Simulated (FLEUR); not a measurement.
## Equation of state of rock-salt CaS (space group 225): energy against volume (FLEUR, LDA)

```xyz
2
Lattice="0.0000 2.7343 2.7343 2.7343 0.0000 2.7343 2.7343 2.7343 0.0000" Properties=species:S:1:pos:R:3 pbc="T T T"
Ca     0.0000     0.0000     0.0000
S      2.7343     2.7343     2.7343
```

Method: LDA (Perdew-Zunger), all-electron FLAPW (FLEUR), scalar-relativistic valence in FLEUR. Settings: Kmax = 4.9 1/bohr; GmaxXC = 19.6 1/bohr; xcFunctional = pz; jspins = 1; l_soc = F; mode = hist; fermiSmearingEnergy = 0.00036749 Htr; mesh (inpgen div1-3) = 10 10 10; inpgen gamma flag = true; Gmax = 19.6 1/bohr; numbands = 0; maxIterBroyd = 15; imix = Anderson; alpha = 0.05; precondParam = 0; minDistance = 1e-05 me/bohr^3. The cell above is the first row's. The rows scale it uniformly. In all rows fractional positions and the k mesh are held. E is the free energy at the stated smearing, counted from the lowest row.

```
V (Å^3/atom)  E (meV/atom)
------------  ------------
20.444                   ?
20.888                4.72
21.333                0.32
21.777                0.00
22.222                3.36
22.666               10.03
23.110               19.67
23.555               32.00
23.999               46.73
```

Q: Fit E against V with the third-order Birch-Murnaghan form, a cubic in V^(-2/3), and predict the withheld value at V = 20.444.

A: With u = V^(-2/3) - 0.126, the rows have u = 0.005847, 0.004007, 0.002233, 0.000516, -0.001142, -0.002746, -0.004304, -0.005809. Least squares gives E = 5.080 - 3637.7·u + 609822·u² + 314235·u³. Residuals (row less fit): -0.001, 0.005, -0.001, -0.005, 0.001, 0.009, -0.008, 0.002; standard error 0.007 (degrees of freedom: 4). Its minimum lies at u = 0.002976, so V0 = (0.128976)^(-3/2) = 21.59. There d²E/du² = 1225000 and d³E/du³ = 1885000, so B0 = (4/9) × 21.59^(-7/3) × 1225000 × 0.160218 = 67.2 GPa (the last factor turns the table's units into GPa), and B0' = 4 + (2/3) × 0.128976 × (1885000)/1225000 = 4.1. At the withheld row, u = 0.007749, so E = 5.080 - 3637.7 × 0.007749 + 609822 × 0.007749² + 314235 × 0.007749³ = 13.656 meV/atom. The calculation gives 13.67 meV/atom, 0.014 meV/atom above the prediction (under 0.05 % of the range of E in the table). The row lies outside the fitted rows, so this is an extrapolation. From the scatter of the fitted rows alone, a prediction at this place has a standard error of 0.021 meV/atom, so the miss is 0.7 times that.

Carrying the step between the two nearest rows on in a straight line would have given 9.11, off by 4.56; series whose last step already gives the withheld value aren't shown. The scan was laid around a cell of about the measured size, scaled by a guess for this functional. The runs keep the symmetry of the cell, so they don't test it for distortions. Values depend on the basis (sphere radii, cutoffs, local orbitals), which need not be converged. Cutoffs and mesh are single choices, not tested for convergence of this quantity. Series with a scatter that would blur these digits, or in which a gap closes, are not shown. Nor are scans whose minimum lies at an end fitted in this form.
